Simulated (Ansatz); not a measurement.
A periodic model of amorphous In24O37Na2:

```xyz
63
Lattice="9.8027 0.1320 0.0410 0.1320 9.7796 0.1650 0.0410 0.1650 9.3128" Properties=species:S:1:pos:R:3 pbc="T T T"
In     1.6977     2.8729     4.2717
In     4.7657     0.7091     9.3148
In     8.5085     1.9576     3.3034
In     1.1472     8.2679     1.0114
In     3.6922     7.0177     8.5699
In     6.3169     2.8380     6.3925
In     7.3494     7.4089     9.3701
In     7.6193     8.1412     3.2637
In     0.8311     5.1503     0.1825
In     1.2013     2.1355     0.9486
In     2.6237     5.3766     2.8730
In     4.9579     1.8215     3.3846
In     4.6821     9.1501     5.9477
In     6.9615     6.2474     6.3589
In     4.2537     3.9827     9.3254
In     1.7493     0.3292     7.2530
In     1.3620     9.1800     4.1169
In     8.2206     0.6871     9.2415
In     9.5691     3.0838     6.7745
In     7.4385     3.8395     0.1090
In     6.1134     5.1028     3.2898
In     3.6700     5.4635     5.7619
In     8.2892     9.2706     6.2915
In     4.4428     8.2222     2.6488
O      3.8670     9.8727     7.7445
O      8.7198     9.6900     4.1583
O      8.4634     2.1856     1.1624
O      1.3973     7.1736     8.6888
O      3.2617     4.9086     7.7234
O      3.2901     2.0193     0.6580
O      4.3148     6.3285     3.7172
O      5.6270     4.7397     5.5582
O      0.9295     1.2537     2.9199
O      8.5339     5.5611     0.6647
O      3.4903     7.4564     6.4716
O      1.3657     7.4276     2.9216
O      6.5335     8.3301     5.3838
O      3.0675     5.4664     0.8768
O      0.6974     0.4890     9.0918
O      3.4306     8.4570     0.8303
O      7.8090     4.2359     7.2225
O      8.7563     8.5451     1.3270
O      0.5108     3.4767     8.6203
O      1.6576     2.1132     6.2320
O      5.3158     1.3234     5.4239
O      6.6597     9.4239     8.7945
O      6.2439     7.2064     2.0121
O      5.4976     0.2930     2.0721
O      0.7320     8.9886     6.0885
O      6.7405     2.9701     3.7727
O      5.8146     2.6516     8.5009
O      3.5827     3.3599     3.5575
O      1.7852     5.0840     4.8456
O      9.4142     3.2843     4.6707
O      8.4440     7.4297     7.3374
O      5.8055     4.1987     1.4013
O      8.2546     1.3718     7.1036
O      5.7981     6.4553     8.2475
O      3.4977     9.4795     4.1377
O      1.0416     4.0320     2.0682
O      7.7141     6.2100     4.2375
Na     9.5280     5.3063     3.5596
Na     0.8884     6.7647     6.5218
```

Level of theory: PBE, scalar-relativistic without spin-orbit coupling (plane waves to 420 eV, PAW; Ansatz, a program for electronic structure).

Preparation: random packing, a CHGNet melt and quench, and a DFT relaxation. O atoms were pushed apart under 1.9 Å during the dynamics, to hinder bonds among them. The hot cell started wider than the set density and was brought back towards it in steps. It is the lowest in DFT energy of 2 quenches. It is a model cell: composition and starting density were chosen by hand, and all elements were melted together. No dispersion term was used. Its density started from a set value of 6.32 and ended at 6.31 g/cm³. The quench (nominally 280 K/ps over its main leg) was far faster than any real one, so the model tends to hold more defects than a real film. A cell of this size samples the disorder only roughly. The volume was held where the preparation left it and the shape relaxed, at a PBE pressure of 0.8 GPa. Stress components on the final sampling reach 1.0 GPa.

Cut-offs for bonds: In-In 3.12 Å, In-O 2.76 Å, In-Na 3.39 Å, O-O 1.58 Å, O-Na 2.78 Å, Na-Na 3.65 Å. Two cations that share two anions don't count as bonded, nor two that share one unless they lie closer than In-In 3.04 Å, In-Na 3.30 Å, Na-Na 3.55 Å.

Task: Give the coordination numbers, mean bond lengths and angles.

Result: 
```yaml
Mean coordination of In by anions: 5.33 (1 with 4, 14 with 5, 9 with 6)
Mean coordination of O: 3.70 (13 with 3, 22 with 4, 2 with 5)
Mean coordination of Na by anions: 4.50 (1 with 4, 1 with 5)
Mean In-O bond: 2.201 Å (spread 0.124 Å, 128 counted)
Mean O-Na bond: 2.374 Å (spread 0.161 Å, 9 counted)
Bond angle at In: mean 105.2°, spread 28.3°
Bond angle at O: mean 109.8°, spread 16.8°
Bond angle at Na: mean 102.5°, spread 27.4°
```

Task: List the pairs of like atoms that count as bonded by the rules above.

Result: There are none by these rules.
